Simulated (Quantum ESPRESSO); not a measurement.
**Pressure against volume in hcp Zn (space group 194) (Quantum ESPRESSO, PBE)**

```
Zn
1.0
    2.61270     0.00000     0.00000
   -1.30635     2.26267     0.00000
    0.00000     0.00000     4.86198
Zn
2
Cartesian
  1.30635   0.75422   3.64649
  0.00000   1.50845   1.21550
```

Computed with PBE, PSlibrary PAW (PBE) pseudopotentials (plane waves; Quantum ESPRESSO). Settings: ecutwfc = 65 Ry; ecutrho = 390 Ry; occupations = smearing; smearing = fermi-dirac; degauss = 0.0036749 Ry; potentials = {Zn: Zn.pbe-dn-kjpaw_psl.1.0.0.UPF}; K_POINTS = automatic 25 25 12 0 0 0; conv_thr = 1e-10 Ry; mixing_beta = 0.3. The cell above is the first row's. The rows scale it uniformly. In all rows fractional positions and the k mesh are held.

```
V (Å^3/atom)  P (GPa)
------------  -------
14.371           4.11
14.684           2.12
14.996           0.37
15.308          -1.17
15.621          -2.51
15.933          -3.68
16.246          -4.69
16.558          -5.56
16.871              ?
```

Taking a cubic for P over the 8 complete rows: With u = V - 15.5, the rows have u = -1.1290, -0.8160, -0.5040, -0.1920, 0.1210, 0.4330, 0.7460, 1.0580. Least squares gives P = -2.015 - 4.2299·u + 0.9411·u² - 0.1042·u³. Residuals (row less fit): 0.000, 0.000, 0.001, -0.003, 0.003, -0.001, 0.000, 0.000; standard error 0.002 (degrees of freedom: 4). The fitted pressure is zero at V0 = 15.07, where dP/dV = -5.103, so B0 = -V0·dP/dV = 76.9 GPa.

What does the fit predict for P at V = 16.871, and how far is the calculated value from it?

u = 1.3710, so P = -2.015 - 4.2299 × 1.3710 + 0.9411 × 1.3710² - 0.1042 × 1.3710³ = -6.314 GPa. The calculation gives -6.32 GPa, 0.006 GPa below the prediction (0.1 % of the range of P in the table). The row lies outside the fitted rows, so this is an extrapolation. From the scatter of the fitted rows alone, a prediction at this place has a standard error of 0.006 GPa, so the miss is 1.0 times that.

Carrying the step between the two nearest rows on in a straight line would have given -6.43, off by 0.11; series whose last step already gives the withheld value aren't shown. The scan was laid around a cell of about the measured size, scaled by a guess for this functional; axis ratios and inner coordinates come from that cell. The runs keep the symmetry of the cell, so they don't test it for distortions. The shape of the cell and the inner coordinates aren't relaxed, so V0 and B0 belong to this uniform scaling; a relaxed crystal lies no higher in energy and is usually softer. Cutoffs and mesh are single choices, not tested for convergence of this quantity. Series with a scatter that would blur these digits, or in which a gap closes, are not shown.
